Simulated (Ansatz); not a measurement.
Cubic perovskite CsCaF3, treated with HSE06 (Ansatz, a quantum-chemistry and plane-wave program, PAW).

Run with plane-wave cutoff 460 eV, 6×6×6 k mesh, Fermi–Dirac smearing 0.01 eV, scalar-relativistic PAW data made under PBE.

Computed at the level's own relaxed cell.

Q: Predict the band gap, equilibrium volume per atom, pressure derivative B′ of the bulk modulus, bulk modulus B0 and lattice constant a.

A: 
band gap: 9.12 eV (on the SCF k mesh)
equilibrium volume per atom: 18.79 Å³/atom
pressure derivative B′ of the bulk modulus: 4.7
bulk modulus B0: 50.1 GPa
lattice constant a: 4.546 Å

Measured, for comparison: bulk modulus 50.9 GPa (room temperature, no zero-point or thermal correction; as tabulated in Vaitheeswaran et al. (2016), arXiv:1609.00541). Computed (rounded) less measured: bulk modulus -2 %.

Note: the relaxation could not lower the start's symmetry, so the cell can be a saddle point above a distorted one.

Spin–orbit coupling is not included.

The computed numbers hold no vibrational or temperature effects.

It cost roughly 22 core-minutes of CPU time.
